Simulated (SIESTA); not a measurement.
Worked example: self-consistent single point of KTlO2 (R3m, 4 atoms in the cell) in SIESTA

Method of the run: SIESTA with LDA PW92, numerical atomic orbitals DZP, PseudoDojo LDA standard norm-conserving potentials (rewritten from UPF to PSML).

The input file:

```
# files in the folder: K.psml Tl.psml O.psml (PseudoDojo LDA standard)
SystemName  KTlO2
SystemLabel KTlO2

NumberOfAtoms                4
NumberOfSpecies              3
%block ChemicalSpeciesLabel
  1 19 K
  2 81 Tl
  3 8 O
%endblock ChemicalSpeciesLabel
LatticeConstant              1.0 Ang
%block LatticeVectors
     1.718126000    0.991960000    6.071729000
    -1.718126000    0.991960000    6.071729000
     0.000000000   -1.983922000    6.071729000
%endblock LatticeVectors
AtomicCoordinatesFormat      ScaledCartesian
%block AtomicCoordinatesAndAtomicSpecies
     0.000000000   -0.000001005    9.157594188  1
     0.000000000    0.000000000    0.000000000  2
     0.000000000   -0.000001464   13.334955884  3
    -0.000000000   -0.000000536    4.880231116  3
%endblock AtomicCoordinatesAndAtomicSpecies

XC.functional                LDA
XC.authors                   PW92
PAO.BasisSize                DZP
PAO.EnergyShift              0.01 Ry
MeshCutoff                   400 Ry
%block kgrid.MonkhorstPack
    4   0   0  0.0
    0   4   0  0.0
    0   0   4  0.0
%endblock kgrid.MonkhorstPack
OccupationFunction           FD
ElectronicTemperature        0.02 eV

MaxSCFIterations             150
SCF.Mixer.Method             Pulay
SCF.Mixer.Weight             0.25
SCF.Mixer.History            8
SCF.DM.Tolerance             1.0E-04
Diag.ParallelOverK           true
WriteForces                  true
```

Output, abridged:

```
reinit: Reading from file input.fdf

reinit: System Name: KTlO2
reinit: System Label: KTlO2

coor:   Atomic-coordinates input format  =     Cartesian coordinates
coor:                                          (in units of alat)

siesta: Atomic coordinates (Bohr) and species
siesta:      0.00000  -0.00000  17.30534  1        1
siesta:      0.00000   0.00000   0.00000  2        2
siesta:      0.00000  -0.00000  25.19941  3        3
siesta:     -0.00000  -0.00000   9.22230  3        4

siesta: System type = bulk

initatomlists: Number of atoms, orbitals, and projectors:      4    53    62

siesta: ******************** Simulation parameters ****************************
redata: Spin configuration                          = none
redata: Time-Reversal Symmetry                      = T
redata: Number of Atomic Species                    =        3
redata: Mesh Cutoff                                 =   400.0000 Ry
redata: Net charge of the system                    =     0.0000 |e|
redata: Min. number of SCF Iter                     =        0
redata: Max. number of SCF Iter                     =      150
redata: SCF convergence failure will abort job
redata: SCF mix quantity                            = Hamiltonian
redata: Mix DM or H after convergence               =   F
redata: Recompute H after scf cycle                 =   F
redata: Mix DM in first SCF step                    =   T
redata: No kicks to SCF
redata: DM Mixing Weight for Kicks                  =     0.5000
redata: Require Harris convergence for SCF          =   F
redata: Harris energy tolerance for SCF             =     0.000100 eV
redata: Require DM convergence for SCF              =   T
redata: DM tolerance for SCF                        =     0.000100
redata: Require EDM convergence for SCF             =   F
redata: EDM tolerance for SCF                       =     0.001000 eV
redata: Require H convergence for SCF               =   T
redata: Hamiltonian tolerance for SCF               =     0.001000 eV
redata: Require (free) Energy convergence for SCF   =   F
redata: (free) Energy tolerance for SCF             =     0.000100 eV
redata: Using DFT-D3 dispersion                     =   F
redata: Using Saved Data (generic)                  =   F
redata: Method of Calculation                       = Diagonalization
redata: Electronic Temperature                      =   232.0904 K
redata: Number of TDED substeps                     =        3
redata: Dynamics option                             = Single-point calculation
redata: Save all siesta data in one NC              =   F
redata: ***********************************************************************

%block SCF.Mixers
  Pulay
%endblock SCF.Mixers

%block SCF.Mixer.Pulay
  # Mixing method
  method pulay
  variant stable

  # Mixing options
  weight 0.2500
  weight.linear 0.2500
  history 8
%endblock SCF.Mixer.Pulay

DM_history_depth set to one: no extrapolation allowed by default for geometry relaxation
Size of DM history Fstack: 1
Total number of electrons:    34.000000
Total ionic charge:    34.000000

* ProcessorY, Blocksize:    1  54

* Orbital distribution balance (max,min):    53    53

k-point displ. along   1 input, could be:     0.00    0.50
k-point displ. along   2 input, could be:     0.00    0.50
k-point displ. along   3 input, could be:     0.00    0.50
 Kpoints in:           48 . Kpoints trimmed:           44

siesta: k-grid: Number of k-points = 44
siesta: k-points from Monkhorst-Pack grid
siesta: k-cutoff (effective) =     6.873 Ang
siesta: k-point supercell and displacements
siesta: k-grid:     4     0     0      0.000
siesta: k-grid:     0     4     0      0.000
siesta: k-grid:     0     0     4      0.000

diag: Algorithm                                     = D&C
diag: Parallel over k                               =   F
diag: Use parallel 2D distribution                  =   F
diag: Parallel block-size                           = 54
diag: Parallel distribution                         =     1 x     1
diag: Used triangular part                          = Lower
diag: Absolute tolerance                            =  0.100E-15
diag: Orthogonalization factor                      =  0.100E-05
diag: Memory factor                                 =  1.0000

superc: Internal auxiliary supercell:     9 x     9 x     9  =     729
superc: Number of atoms, orbitals, and projectors:   2916  38637  45198

                        Single-point calculation

superc: Internal auxiliary supercell:     9 x     9 x     9  =     729
superc: Number of atoms, orbitals, and projectors:   2916  38637  45198

outcell: Unit cell vectors (Ang):
        1.718126    0.991960    6.071729
       -1.718126    0.991960    6.071729
        0.000000   -1.983922    6.071729

outcell: Cell vector modules (Ang)   :    6.387631    6.387631    6.387632
outcell: Cell angles (23,13,12) (deg):     31.2068     31.2068     31.2068
outcell: Cell volume (Ang**3)        :     62.0888
new_DM -- step:     1
Initializing Density Matrix...

Attempting to read DM from file... Failed...
DM filled with atomic data:

InitMesh: MESH = 80 x 80 x 80 = 512000
InitMesh: Mesh cutoff (required, used) =   400.000   479.797 Ry

stepf: Fermi-Dirac step function

        iscf     Eharris(eV)        E_KS(eV)     FreeEng(eV)     dDmax    Ef(eV) dHmax(eV)
   scf:    1    -3344.911891    -3356.812788    -3356.812788  1.456887 -6.934876  8.326879
   scf:    2    -3363.761233    -3361.343696    -3361.343696  0.132345 -6.501686  2.292532
   scf:    3    -3361.719253    -3361.589423    -3361.589423  0.064264 -6.303087  0.906998
   scf:    4    -3361.665203    -3361.633129    -3361.633129  0.063744 -6.396560  0.147339
   scf:    5    -3361.633400    -3361.633639    -3361.633639  0.011417 -6.373088  0.105823
   scf:    6    -3361.634184    -3361.633963    -3361.633963  0.002872 -6.370324  0.034744
   scf:    7    -3361.633913    -3361.634004    -3361.634004  0.002152 -6.378165  0.032759
   scf:    8    -3361.634065    -3361.634046    -3361.634046  0.001577 -6.377958  0.001988
   scf:    9    -3361.634046    -3361.634046    -3361.634046  0.000101 -6.378987  0.000737
   scf:   10    -3361.634046    -3361.634046    -3361.634046  0.000050 -6.378663  0.000152

SCF Convergence by DM+H criterion
max |DM_out - DM_in|         :     0.0000499486
max |H_out - H_in|      (eV) :     0.0001521652
SCF cycle converged after 10 iterations

Using DM_out to compute the final energy and forces

siesta: E_KS(eV) =            -3361.6340

siesta: E_KS - E_eggbox =     -3361.6340

siesta: Atomic forces (eV/Ang):
     1    0.000000   -0.000000   -0.220052
     2    0.000000   -0.000000    0.186679
     3   -0.000000    0.000000   -0.010592
     4   -0.000000    0.000000    0.043925
   Tot    0.000000    0.000000   -0.000040
   Max    0.220052
   Res    0.084318    sqrt( Sum f_i^2 / 3N )
   Max    0.220052    constrained

Stress tensor Voigt[x,y,z,yz,xz,xy] (kbar):       30.40       30.40       29.37       -0.00       -0.00       -0.00
(Free)E + p*V (eV/cell)    -3362.7989
Target enthalpy (eV/cell)    -3361.6340

siesta: Program's energy decomposition (eV):
siesta: Ebs     =      -541.511902
siesta: Eions   =      4704.966129
siesta: Ena     =       805.540883
siesta: Ekin    =      1741.093163
siesta: Enl     =      -318.033253
siesta: Eso     =         0.000000
siesta: Edftu   =         0.000000
siesta: DEna    =        23.084298
siesta: DUscf   =         1.681278
siesta: DUext   =         0.000000
siesta: Ex      =      -824.678655
siesta: Ec      =       -85.355631
siesta: Exc     =      -910.034286
siesta: Eharris =     -3361.634046
siesta: Etot    =     -3361.634046
siesta: FreeEng =     -3361.634046

siesta: Atomic forces (eV/Ang):
siesta:      1    0.000000   -0.000000   -0.220052
siesta:      2    0.000000   -0.000000    0.186679
siesta:      3   -0.000000    0.000000   -0.010592
siesta:      4   -0.000000    0.000000    0.043925
siesta: ----------------------------------------
siesta:    Tot    0.000000    0.000000   -0.000040

siesta: Stress tensor (static) (eV/Ang**3):
siesta:     0.018976   -0.000000    0.000000
siesta:    -0.000000    0.018976   -0.000000
siesta:    -0.000000   -0.000000    0.018333

siesta: Cell volume =         62.088775 Ang**3

siesta: Pressure (static):
siesta:                Solid            Molecule  Units
siesta:          -0.00020434         -0.00009080  Ry/Bohr**3
siesta:          -0.01876170         -0.00833708  eV/Ang**3
siesta:         -30.05955233        -13.35747975  kBar
```

The run converged in 10 iterations.

The starting cell comes from a database of computed structures (which also holds hypothetical and non-ambient phases and stackings), without a prior relaxation at this level. Its lattice was rescaled by up to half a per cent. One atom was moved a little off its site on purpose. Values carry the incompleteness of an atom-centred basis. With a pressure of about -3 GPa the cell is away from its equilibrium volume at this level.

Cost on one core of a shared machine: roughly 3 min.
